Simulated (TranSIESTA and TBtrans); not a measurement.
Al chain with one bond stretched by 2.0 Å

Junction: Al chain with one bond stretched by 2.0 Å. Leads: straight Al chain, spacing 2.328 Å. Geometry: as built, not relaxed.

Computed with TranSIESTA and TBtrans, PBE, DZP numerical orbitals (energy shift 0.15 eV), PseudoDojo norm-conserving scalar-relativistic potentials, mesh cutoff 200 Ry, 300 K, no spin polarisation, no spin-orbit coupling; self-consistent non-equilibrium Green functions.

| Quantity | Result |
|---|---|
| Conductance at 300 K (G0 = 2e²/h) | 0.064 |
| Thermopower (μV/K) | -5.7 |
| Mean T from −0.5 to 0.5 eV | 0.036 |

Energies count from the leads' Fermi level. Transmissions are for one spin of a degenerate pair. The energy step is 0.01 eV; narrower resonances are cut or missed.

```
E (eV)       T  lead channels
------  ------  -------------
-2.00    0.053              1
-1.90    0.055              1
-1.80    0.057              1
-1.70    0.057              1
-1.60    0.057              1
-1.50    0.054              1
-1.40    0.048              1
-1.30    0.036              1
-1.20    0.016              1
-1.10        0              0
-1.00        0              0
-0.90        0              0
-0.80        0              0
-0.70        0              0
-0.60        0              0
-0.50        0              0
-0.40   1.1e-5      band edge
-0.30   0.0045              2
-0.20    0.021              2
-0.10    0.051              2
0.00     0.067              2
0.10     0.062              2
0.20     0.052              2
0.30     0.045              2
0.40     0.041              2
0.50     0.039              2
0.60     0.039              2
0.70     0.040              2
0.80     0.043              2
0.90     0.046              2
1.00     0.050              2
1.10     0.055              2
1.20     0.061              2
1.30     0.067              2
1.40     0.074              2
1.50     0.093              3
1.60      0.11              3
1.70      0.14              3
1.80      0.16              3
1.90      0.18              3
2.00      0.20              3
```

The straight chain is held at its spacing; free chains may zigzag or dimerise. No spin-polarised start was tried, so a magnetic state, if there is one, is missed.
